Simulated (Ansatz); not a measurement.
Input for (Ti,Zr)O2 alloy cell TiZrO4 (rutile start):

Ansatz 0.2 input:
```yaml
crystal:
  lattice:
    - [4.7969332, 4.796932919, 0.000000146]
    - [-4.790709754, 4.790709473, -0.000000019]
    - [0.000000108, 0.000000083, 6.257520949]
  atoms:
    - { symbol: Zr, position: [-0.000000158, -0.000000047, -0.003413911] }
    - { symbol: Ti, position: [0.000000164, 0.000000382, 0.489098387] }
    - { symbol: Zr, position: [0.500000126, 0.50000008, 0.005813872] }
    - { symbol: Zr, position: [0.499999935, 0.500000198, 0.499078838] }
    - { symbol: Ti, position: [0.499999921, 0.000000016, 0.247903426] }
    - { symbol: Zr, position: [0.499999685, -0.000000013, 0.742405063] }
    - { symbol: Ti, position: [-0.000000086, 0.500000164, 0.253883866] }
    - { symbol: Ti, position: [0.000000007, 0.500000119, 0.745155525] }
    - { symbol: O, position: [0.30883545, -0.00000005, 0.014619049] }
    - { symbol: O, position: [0.29700771, 0.000000071, 0.485823906] }
    - { symbol: O, position: [0.816524081, 0.499999907, 0.001340156] }
    - { symbol: O, position: [0.814338328, 0.499999795, 0.500902819] }
    - { symbol: O, position: [0.500000311, 0.290358476, 0.252389257] }
    - { symbol: O, position: [0.50000001, 0.303121339, 0.752649963] }
    - { symbol: O, position: [0.000000486, 0.797826915, 0.265482644] }
    - { symbol: O, position: [0.000000071, 0.79926916, 0.736830119] }
    - { symbol: O, position: [0.500000001, 0.709641401, 0.252388979] }
    - { symbol: O, position: [0.500000164, 0.696878949, 0.752650185] }
    - { symbol: O, position: [-0.000000157, 0.202172763, 0.265482623] }
    - { symbol: O, position: [0.000000066, 0.200730187, 0.736829708] }
    - { symbol: O, position: [0.691164335, 0.000000421, 0.014618619] }
    - { symbol: O, position: [0.702992127, -0.000000038, 0.485823874] }
    - { symbol: O, position: [0.183475916, 0.499999776, 0.001339964] }
    - { symbol: O, position: [0.185661528, 0.500000051, 0.50090306] }
basis:
  ecutwfc: 420
  ecutrho_ratio: 4
  xc_grid: 2
kpoints:
  mp_grid: { grid: [4, 4, 4] }
hamiltonian:
  xc: pbe
  dispersion: none
  pseudopotentials: { kind: paw }
scf:
  n_extra_bands: 16
  occupations: { method: fermi_dirac, width: 0.01 }
output:
  forces: true
  stress: true
  eigenstates:
    kpoints:
      - [0.0, 0.0, 0.0]
      - [-0.5, -0.5, 0.0]
    e_range: [-4.0, 6.0]
    localisation: true
relax:
  f_tol: 0.03
  max_steps: 90
  cell: { stress_tol: 0.15 }
```

Method: PBE (plane waves to 420 eV, PAW; Ansatz, a program for electronic structure). No spin–orbit coupling; the runs are not spin-polarised. Its k-point mesh 4×4×4, Fermi–Dirac width 0.01 eV.

Problem. What does the end of the output print (band table and long remarks left out, numbers rounded to eight decimals)?

Solution. 
```
SCF converged after 6 iterations
Free energy (F): -35849.422159 eV
Harris-Foulkes:  -35849.422159 eV  (|F-HF|=6.69e-10)
Internal energy: -35849.422159 eV  (E = F + TS)
E sigma→0 (E₀):  -35849.422159 eV
Fermi energy:    9.819246 eV
--- Per-component energies (eV) ---
  E_band       = -1354.821501
  E_kinetic    = 5228.156150
  E_local      = -12049.710854  (includes V_loc(G=0)·N_el)
  E_nonlocal   = 1077.837588
  E_hartree    = 4354.374637
  E_xc         = -2227.344527
  E_vxc        = -2770.760694  (∫ρ·V_xc dr)
  E_paw        = -18517.685292  (= ΣΔE_a)
  E_vpaw       = -1549.133469  (= ΣTr[D̂ρ^β])
  E_aug_tail   = 0.040132  (compensation charges beyond the density's cutoff)
  E_ewald      = -13715.089992
  E_smearing   = 0.000000  (= −TS)
  E_closure    = 0.000000  (closes the sum)
  Σ components = -35849.422159   (vs F -35849.422159, Δ=0.00e0)
--- Forces (eV/Å), atoms counted from 1 ---
  atom   1  Zr    0.00000000    0.00000000    -0.02248375
  atom   2  Ti     0.00000000     0.00000000     0.01645346
  atom   3  Zr    0.00000000    0.00000000    -0.01219942
  atom   4  Zr     0.00000000     0.00000000     0.00791981
  atom   5  Ti    0.00000000    0.00000000    -0.01228143
  atom   6  Zr     0.00000000     0.00000000     0.00606635
  atom   7  Ti    0.00000000    0.00000000    -0.00612581
  atom   8  Ti     0.00000000     0.00000000     0.01283785
  atom   9  O      0.00918246     0.00918246    -0.00580043
  atom  10  O     -0.00068724    -0.00068724     0.00536843
  atom  11  O      0.00140403     0.00140403     0.00817041
  atom  12  O     -0.00895556    -0.00895556    -0.01220452
  atom  13  O      0.00351991    -0.00351991    -0.00054475
  atom  14  O      0.00679616    -0.00679616     0.00614591
  atom  15  O      0.00460978    -0.00460978     0.00430482
  atom  16  O     -0.00572291     0.00572291    -0.00053691
  atom  17  O     -0.00351991     0.00351991    -0.00054475
  atom  18  O     -0.00679616     0.00679616     0.00614591
  atom  19  O     -0.00460978     0.00460978     0.00430482
  atom  20  O      0.00572291    -0.00572291    -0.00053691
  atom  21  O     -0.00918246    -0.00918246    -0.00580043
  atom  22  O      0.00068724     0.00068724     0.00536843
  atom  23  O     -0.00140403    -0.00140403     0.00817041
  atom  24  O      0.00895556     0.00895556    -0.01220452
  max |Σ_I F_I| component: 7.01e-6 eV/Å
--- Stress (GPa, compression-positive) ---
       -0.046571      -0.002938       0.000000
       -0.002938      -0.046571       0.000000
        0.000000       0.000000       0.050800
  P = ⅓ Tr σ = -0.0141 GPa (-0.141 kbar)
--- Relaxed structure (10 steps of the walk, 9 accepted, 1 SCFs on fresh bases) ---
  F+E_penalty+E_count = -35849.42215860 eV   max|allowed force component| = 2.248e-2 eV/Å   (the final SCF, on the basis selected at the relaxed cell)
  cell:  # Å, volume = 286.6935 Å³
    - [4.79878849, 4.79878849, 0.0]
    - [-4.75558138, 4.75558138, 0.0]
    - [0.0, 0.0, 6.28134472]
  atoms:
    - { symbol: Zr, position: [0.0, 0.0, -0.00613012] }
    - { symbol: Ti, position: [0.0, 0.0, 0.48775657] }
    - { symbol: Zr, position: [0.5, 0.5, 0.00752668] }
    - { symbol: Zr, position: [0.5, 0.50000000, 0.50175279] }
    - { symbol: Ti, position: [0.50000000, 0.0, 0.25448251] }
    - { symbol: Zr, position: [0.50000000, 0.0, 0.74902654] }
    - { symbol: Ti, position: [0.0, 0.50000000, 0.22524044] }
    - { symbol: Ti, position: [0.0, 0.5, 0.71683603] }
    - { symbol: O, position: [0.30847684, 0.0, 0.01646799] }
    - { symbol: O, position: [0.30243929, 0.0, 0.48806893] }
    - { symbol: O, position: [0.81375704, 0.50000000, 0.00898791] }
    - { symbol: O, position: [0.81224947, 0.50000000, 0.50581839] }
    - { symbol: O, position: [0.50000000, 0.29578036, 0.25488428] }
    - { symbol: O, position: [0.50000000, 0.30491056, 0.75505670] }
    - { symbol: O, position: [0.0, 0.80071081, 0.26536800] }
    - { symbol: O, position: [0.0, 0.80178330, 0.73710208] }
    - { symbol: O, position: [0.50000000, 0.70421964, 0.25488428] }
    - { symbol: O, position: [0.5, 0.69508944, 0.75505670] }
    - { symbol: O, position: [0.0, 0.19928919, 0.26536800] }
    - { symbol: O, position: [0.0, 0.19821670, 0.73710208] }
    - { symbol: O, position: [0.69152316, 0.0, 0.01646799] }
    - { symbol: O, position: [0.69756071, 0.0, 0.48806893] }
    - { symbol: O, position: [0.18624296, 0.5, 0.00898791] }
    - { symbol: O, position: [0.18775053, 0.50000000, 0.50581839] }
```

Cost: very roughly 8 core-minutes.
